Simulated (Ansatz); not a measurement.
Data:

End structure of the (0001) surface of wurtzite GaN, Ga-terminated, 2x2 with 3 OH on 4 top atoms (bottom of the slab: 3 H on 4 bottom sites):

```
CELL_PARAMETERS angstrom
      6.43695     0.00000     0.00000
     -3.21848     5.57456     0.00000
      0.00000     0.00000    31.00000
ATOMIC_POSITIONS crystal
  N  0.33362 0.16638 0.29989
  N  0.83275 0.16638 0.29988
  N  0.33363 0.66728 0.29988
  N  0.83331 0.66667 0.29751
  Ga 0.16666 0.33336 0.32008
  Ga 0.67411 0.34818 0.31886
  Ga 0.15180 0.82590 0.31886
  Ga 0.67409 0.82593 0.31887
  N  0.16667 0.33333 0.38275
  N  0.66667 0.33333 0.38275
  N  0.16667 0.83333 0.38275
  N  0.66667 0.83333 0.38275
  Ga 0.33333 0.16667 0.40360
  Ga 0.83333 0.16667 0.40360
  Ga 0.33333 0.66667 0.40360
  Ga 0.83333 0.66667 0.40360
  N  0.33319 0.16698 0.46700
  N  0.83415 0.16682 0.46706
  N  0.33347 0.66654 0.46711
  N  0.83267 0.66636 0.46718
  Ga 0.16710 0.33345 0.48837
  Ga 0.66649 0.33257 0.48815
  Ga 0.16635 0.83352 0.48802
  Ga 0.66690 0.83383 0.48837
  N  0.16813 0.33412 0.55174
  N  0.66617 0.33111 0.55157
  N  0.16554 0.83358 0.55131
  N  0.66710 0.83459 0.55219
  Ga 0.33306 0.16578 0.57370
  Ga 0.83721 0.17065 0.57318
  Ga 0.33027 0.66694 0.57257
  Ga 0.83304 0.66345 0.57220
  N  0.33293 0.16399 0.63622
  N  0.84012 0.17043 0.63773
  N  0.33080 0.66900 0.63629
  N  0.82968 0.66075 0.63582
  Ga 0.17568 0.33477 0.66061
  Ga 0.66164 0.32903 0.65940
  Ga 0.16273 0.83421 0.65911
  Ga 0.66650 0.83234 0.64849
  H  0.33200 0.16800 0.26679
  H  0.83603 0.16799 0.26678
  H  0.33201 0.66399 0.26679
  O  0.22156 0.38994 0.71805
  H  0.33376 0.33877 0.72798
  O  0.62102 0.29265 0.71778
  H  0.76925 0.40654 0.73246
  O  0.07832 0.80066 0.71575
  H  0.21394 0.87280 0.73542
```

Model: 49-atom slab, 14.7 Å thick at the start with caps and adatoms, 4x4x1 mesh, Fermi-Dirac 0.025 eV, dipole correction, single point; no symmetry held, on the structure that PBE left; no spin, no spin-orbit, no U. It is one candidate, not shown to be the stable structure of the face.

**Question.** What is the computed gap of the slab on its k-mesh (r2SCAN, at the PBE geometry run with Ansatz, a quantum-chemistry and plane-wave program)?

**Answer.** 1.85 eV

**Question.** What highest filled level below the top vacuum level does r2SCAN, at the PBE geometry give?

**Answer.** 7.38 eV
